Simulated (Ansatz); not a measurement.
## Fermi-surface data of PtS2 (P-3m1)

```yaml
crystal:
  lattice:
    - [3.55928, 0.00000, 0.00000]
    - [-1.77964, 3.08243, 0.00000]
    - [0.00000, 0.00000, 4.38785]
  atoms:
    - { symbol: Pt, position: [0.00000, 0.00000, 0.00000] }
    - { symbol: S, position: [0.66667, 0.33333, 0.72902] }
    - { symbol: S, position: [0.33333, 0.66667, 0.27098] }
```

The numbers are results of PBEsol+D3BJ, rigid bands (plane waves, PAW, scalar-relativistic; Ansatz, an electronic-structure program), not measurements. How the cell was made: cell and atoms relaxed with PBEsol+d3bj.

```
Item                                                                  Result
------------------------------------  --------------------------------------
density of states at the Fermi level      0.201 states/(eV·cell), both spins
bare Sommerfeld coefficient                       0.158 mJ/(mol of atoms·K²)
Drude plasma energy                          1.85 (x), 1.85 (y), 1.25 (z) eV
root-mean-square Fermi velocity                                    5.1e5 m/s
resistivity times τ                   143 (x), 143 (y), 310 (z) ×10⁻²² Ω·m·s
```

A metal at this level (no band gap); rigid bands, thermally averaged at 300 K, both spins. Spin-orbit coupling is left out, which matters with elements this heavy. τ is one relaxation time for all states.

Computed structure, not matched to a measured one here, so possibly hypothetical: PtS2 (P-3m1).
